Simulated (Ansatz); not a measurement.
## Corundum Ga₂O₃ (metastable phase)

Level of theory: r²SCAN+rVV10 (Ansatz, a first-principles code, plane waves, PAW).

Settings: plane-wave cutoff 560 eV, 8×8×8 k mesh, Fermi–Dirac smearing 0.01 eV, scalar-relativistic PAW data made under PBE.

Cell (relaxed at this level):

Ga2O3 has the trigonal space group R-3c, hexagonal axes (No. 167), the corundum structure, Pearson symbol hR10. Conventional cell: a = b = 4.9756 Å, c = 13.4003 Å, α = β = 90.00°, γ = 120.00°. Ga on 12c sees 3 O at 1.921 Å and 3 O at 2.069 Å. O on 18e is surrounded by 2 Ga at 1.921 Å and 2 Ga at 2.069 Å. (Neighbours: up to the widest gap in distance over summed covalent radii, below 1.35, at either atom; cation-cation and far metal-metal contacts left out.)
(The calculation used a cell of 10 atoms; values per cell refer to that cell.)

For corundum Ga₂O₃ (metastable phase), the bulk modulus is 239 GPa, the band gap comes out as 3.59 eV (indirect) and the smallest direct gap on the k points sampled is 3.85 eV. The pressure derivative B′ of the bulk modulus comes out as 4.4.

Measured, for comparison: bulk modulus 220 ± 9 GPa (room temperature, no zero-point or thermal correction, equation of state from high-pressure X-ray diffraction, our sources range from 220 to 252; as tabulated in Phys. Rev. B 77, 094123 (2008), gallium oxide under pressure (UNLV record)). Computed (rounded) less measured: bulk modulus not scored (sources differ).

Note: the bulk modulus comes from volumes at which shape and atoms were relaxed.

Spin–orbit coupling is not included.
